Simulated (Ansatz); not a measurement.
Pressure series in MgH2

The reference is MgH2 (space group Pbcn, No. 60; a = 4.4745 Å, b = 5.3945 Å, c = 4.8951 Å; a cell from a computed database, its experimental status unchecked).

Cell and atoms are relaxed at each pressure.

Calculations: PBEsol/PAW in Ansatz (a first-principles code), no spin-orbit coupling.

Notes on the quantities. enthalpy: H = E + PV relative to the base's energy.

| variant | band gap | enthalpy | electron mass | shortest interatomic distance |
|---|---|---|---|---|
| base | 3.41 eV | – | 0.53 mₑ along a, 0.92 mₑ along b, 0.40 mₑ along c (off the special points) | 1.904 Å |
| pressure −2 GPa | 3.37 eV | -0.13 eV/atom | 0.53 mₑ along a, 0.87 mₑ along b, 0.42 mₑ along c (off the special points) | 1.934 Å |
| pressure −1 GPa | 3.39 eV | -0.06 eV/atom | 0.54 mₑ along a, 0.91 mₑ along b, 0.41 mₑ along c (off the special points) | 1.918 Å |
| pressure 0.3 GPa | 3.41 eV | +0.02 eV/atom | 0.54 mₑ along a, 0.93 mₑ along b, 0.39 mₑ along c (off the special points) | 1.901 Å |
| pressure 0.7 GPa | 3.42 eV | +0.04 eV/atom | 0.54 mₑ along a, 0.94 mₑ along b, 0.39 mₑ along c (off the special points) | 1.896 Å |
| pressure 1.5 GPa | 3.42 eV | +0.09 eV/atom | 0.54 mₑ along a, 0.97 mₑ along b, 0.38 mₑ along c (off the special points) | 1.886 Å |
| pressure 3 GPa | ? | +0.18 eV/atom | 0.54 mₑ along a, 1.0 mₑ along b, 0.36 mₑ along c (off the special points) | ? |
| pressure 5 GPa | 3.41 eV | +0.29 eV/atom | 0.18 mₑ along a, 0.96 mₑ along b, 1.0 mₑ along c (at Γ) | 1.849 Å |
| pressure 7.5 GPa | 3.27 eV | +0.43 eV/atom | 0.18 mₑ along a, 0.95 mₑ along b, 1.1 mₑ along c (at Γ) | 1.827 Å |
| pressure 10 GPa | 2.97 eV | +0.56 eV/atom | 0.17 mₑ along a, 0.96 mₑ along b, 1.0 mₑ along c (at Γ) | 1.809 Å |

Problem. Fill in the withheld entries from the trend.

Solution. 
- pressure 3 GPa, band gap: 3.44 eV
- pressure 3 GPa, shortest interatomic distance: 1.869 Å

Load acts through the strain it causes; cell and atoms are relaxed under it. Masses are band curvatures over ±0.01 Å⁻¹ around the edge. Stability against distortions was not tested. No other phases were tried under pressure.
